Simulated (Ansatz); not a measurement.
Take Y in the hcp (Mg type) structure (space group P6_3/mmc, No. 194) as the base.

```yaml
crystal:
  lattice:
    - [3.65564, 0.00000, 0.00000]
    - [-1.82782, 3.16588, 0.00000]
    - [0.00000, 0.00000, 5.67870]
  atoms:
    - { symbol: Y, position: [0.66667, 0.33333, 0.75000] }
    - { symbol: Y, position: [0.33333, 0.66667, 0.25000] }
```

Computed with PBE (Ansatz, a first-principles code), without spin-orbit coupling.

Before the change:

```
Item                   Value
-------------------  -------
Lattice parameter a  3.656 Å
```

It is then changed as follows: cell and atoms relaxed at a pressure of 4.5 GPa.

### Question
Estimate the effect on the lattice parameter a.

### Answer
The lattice parameter a decreases by 0.1172 Å to 3.538 Å.

Load acts through the strain it causes; cell and atoms are relaxed under it. Stability against distortions was not tested. The final runs are not spin-polarised.
